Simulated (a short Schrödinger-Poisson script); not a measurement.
MOS inversion layer, SiO2 on p-type GaAs

Structure: MOS inversion layer, SiO2 on p-type GaAs, at 300 K.

```csv
layer,material,thickness (nm),Na (cm⁻³)
1,SiO2,1.4,-
2,GaAs,1300,1.5e17
```

The device is made up for the run: typed textbook-type constants, with dimensions and the other settings drawn at random. SiO2: permittivity 3.9, conduction-band edge (eV) 3.17, gap (eV) 9, electron mass (mₑ) 0.5. GaAs: permittivity 12.9, conduction-band edge (eV) 0, gap (eV) 1.424, Nv at 300 K (cm⁻³) 9e18.

Channel valleys (confinement mass, in-plane density-of-states mass, number): Γ 0.067, 0.067, 1. At the gate the conduction-band edge of layer 1 lies 3.74 eV − eVg above the Fermi level of the channel; the field vanishes at the back. Gaps are held at their typed values at every temperature. Mesh 0.03 nm at interfaces.

Solved with a short Schrödinger-Poisson script written for these runs: 1D Poisson equation in equilibrium, electrons quantum, Hartree (BenDaniel-Duke, 12 states a valley, the channel's in-plane mass for all, wave functions ending at the dielectric), parabolic valleys, classical holes, full ionisation, no traps, pinning or gate leakage.

```
Vg (V)  electrons (cm⁻²)  C (μF/cm²)  Γ E0 (meV)  Γ E1 (meV)
------  ----------------  ----------  ----------  ----------
0.5               3.26e6       0.106       318.7       425.8
0.6               1.12e8       0.102       227.2       337.5
0.7               3.85e9       0.118       135.6       249.2
0.8              9.09e10       0.436        52.3       169.2
0.9              4.96e11       0.894         0.9       122.5
1                1.10e12        1.06       -32.0        95.0
1.1              1.77e12        1.13       -59.3        73.4
1.2              2.48e12        1.17       -84.5        54.1
1.3              3.21e12        1.20      -108.6        36.5
1.4              3.96e12        1.23      -131.6        20.6
1.5              4.74e12        1.26      -153.8         6.3
1.6              5.52e12        1.28      -175.3        -6.8
1.7              6.33e12        1.30      -196.3       -18.9
1.8              7.14e12        1.32      -216.9       -30.3
1.9              7.97e12        1.33      -237.2       -41.2
2                8.80e12        1.35      -257.3       -51.8
2.1              9.64e12        1.36      -277.4       -62.2
2.2              1.05e13        1.37      -297.3       -72.5
```

Gate voltages with under 1e6 electrons/cm² are left out.

Subbands count from the Fermi level.

Above a few 1e12 electrons/cm² a light Γ valley is non-parabolic and upper valleys begin to fill, which the model leaves out.
